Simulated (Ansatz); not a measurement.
Worked example: self-consistent single point of Mg (P-3m1, 2 atoms in the cell) in Ansatz (a quantum-chemistry and plane-wave program).

Method of the run: LDA (PW92), default PAW files made with PBE (plane waves; Ansatz).

The change in words: lattice scaled by 0.98; basis.ecutrho_ratio: default → 4. Reference geometry:
```xyz
2
Lattice="1.6002 -2.7716 0.0000 1.6002 2.7716 0.0000 0.0000 0.0000 5.1944" Properties=species:S:1:pos:R:3 pbc="T T T"
Mg     1.6002     0.9239     1.3486
Mg     1.6002    -0.9239     3.8958
```

Reference input (self-consistent single point, DFT, LDA (PW92), plane waves, default PAW files made with PBE): basis.ecutwfc = 30.9 Ry; kpoints.mp_grid.grid = 12 12 7; hamiltonian.xc = lda; hamiltonian.pseudopotentials = {kind: paw} (the program's default PAW files); scf.occupations.method = fermi_dirac; scf.occupations.width = 0.0073 Ry. This run's input differs from it in these lines:

Ansatz 0.2 input:
```diff
@@ -2,10 +2,11 @@
   lattice:
-    - [1.600185, -2.771602, 0.000000]
-    - [1.600185, 2.771602, 0.000000]
-    - [0.000000, 0.000000, 5.194370]
+    - [1.568181, -2.716170, 0.000000]
+    - [1.568181, 2.716170, 0.000000]
+    - [0.000000, 0.000000, 5.090483]
   atoms:
-    - { symbol: Mg, position_ang: [1.600185, 0.923869, 1.348594] }
-    - { symbol: Mg, position_ang: [1.600185, -0.923869, 3.895778] }
+    - { symbol: Mg, position_ang: [1.568181, 0.905392, 1.321622] }
+    - { symbol: Mg, position_ang: [1.568181, -0.905392, 3.817862] }
 basis:
   ecutwfc: 30.9 Ry
+  ecutrho_ratio: 4
 kpoints:
```

Log, with long lists cut:

```
SCF iter   1: F=—  HF=-3803.224090 eV  |F-HF|=—  |Δ(HF+E_count)|=         —  Δρ=6.46e-3  dr2=6.32e-3  ethr=1.77e-3  ⟨swp⟩=5.0  Hψ=7986  notcnv=0
all-band conjugate gradients solve this SCF's bands
preconditioner: auto → none
SCF iter   2: F=—  HF=-3803.216338 eV  |F-HF|=—  |Δ(HF+E_count)|=   7.75e-3  Δρ=2.54e-3  dr2=1.36e-3  ethr=3.16e-5  ⟨swp⟩=2.0  Hψ=3444  notcnv=0
SCF iter   3: F=—  HF=-3803.215818 eV  |F-HF|=—  |Δ(HF+E_count)|=   5.19e-4  Δρ=4.30e-4  dr2=6.95e-5  ethr=6.80e-6  ⟨swp⟩=2.0  Hψ=2464  notcnv=0
SCF iter   4: F=—  HF=-3803.215832 eV  |F-HF|=—  |Δ(HF+E_count)|=   1.38e-5  Δρ=3.60e-5  dr2=9.07e-7  ethr=3.48e-7  ⟨swp⟩=1.0  Hψ=1569  notcnv=0
SCF iter   5: F=—  HF=-3803.215832 eV  |F-HF|=—  |Δ(HF+E_count)|=   2.19e-7  Δρ=1.50e-5  dr2=2.56e-7  ethr=4.54e-9  ⟨swp⟩=3.0  Hψ=2644  notcnv=0
SCF iter   6: F=-3803.215832 eV  HF=-3803.215832 eV  |F-HF|=6.09e-9  |Δ(HF+E_count)|=   5.41e-8  Δρ=3.01e-6  dr2=1.00e-8  ethr=5.00e-10  ⟨swp⟩=4.2  Hψ=5355  notcnv=0
SCF 1 converged in 6 iterations: F = -3803.215832 eV  dr2 = 1.00e-8
Free energy (F): -3803.215832 eV
Internal energy: -3803.189667 eV  (E = F + TS)
E sigma→0 (E₀):  -3803.202750 eV
Entropy (-TS):   -0.026165 eV (-13.082 meV/atom)
Fermi energy:    5.897557 eV
--- Forces (eV/Å), atoms counted from 1 ---
  atom   1  Mg     0.00000000     0.00000000    -0.14275211
  atom   2  Mg     0.00000000    -0.00000000     0.14275211
--- Stress (GPa, compression-positive) ---
        0.176008      -0.000000       0.000000
        0.000000       0.176008       0.000000
        0.000000       0.000000      -0.592531
  P = ⅓ Tr σ = -0.0802 GPa (-0.802 kbar)
  The stress holds the Pulay correction. Without it, at fixed plane waves, as pw.x and ABINIT print it: P = -0.0835 GPa
```

The run converged in 6 iterations. Against the reference run the free energy drops by 10.0 meV/atom, the pressure goes from -2.18 to -0.08 GPa and the largest force goes from 0.117 to 0.143 eV/Å.

The starting cell has typed, rounded lattice constants, without a prior relaxation at this level. Its lattice was rescaled by up to half a per cent. One atom was moved a little off its site on purpose. For this run, on top of that: lattice scaled by 0.98. Ansatz's pressure includes its estimate of the finite-basis (Pulay) stress.
